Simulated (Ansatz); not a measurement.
Adsorption energy and surface dipole of Cl on the 1x1 (110) surface of 3C silicon carbide (cut with top plane C + Si), one in a 1x1 cell, started at the site 'top Si', worked from the runs' numbers; total energies count from the potentials' own zero.

Host crystal: 3C silicon carbide, with a band gap (PBE, scalar-relativistic without spin-orbit coupling).

These are PBE (plane waves to 420 eV, PAW; Ansatz, an electronic-structure program) values and carry that method's errors.

Slab: 13 atoms, 7.7 Å thick at the start under the adsorbate (thin: gaps and levels are the slab's own); k 6x6x1, smearing 0.01 eV, dipole-corrected; 6 atoms held, the rest relaxed; start symmetry kept, larger cells not searched; spin-polarised, ending with about 1.0 μB a cell; orders that need a larger cell were not tried, no spin-orbit, no U, no dispersion correction. At the end it is bonded to Si. In PBE it is, or lies within 0.03 eV of, the lowest of the starts that converged.

```tsv
quantity	value
slab with the adsorbate	-6399.392 eV
clean slab, same cell and mesh	-5318.044 eV
reference, ½ Cl2(g)	-1079.444 eV
area of the cell	13.57 Å²
change of the step from the bottom to the top vacuum level	0.473 eV
```

Q: What is the adsorption energy against this reference?

A: E(slab + adsorbate) − E(slab) − E(reference) = -1.90 eV, so in this state the adsorbate is more stable than in the reference, at a coverage of 7.37 a nm².

Q: What dipole does adsorption add to the slab along the outward normal (Helmholtz relation, ε₀ = 0.005526 e/(V·Å))?

A: p = −ε₀·A·ΔV = -0.035 e·Å = -0.17 D; its negative end points to the vacuum, which raises the vacuum level.
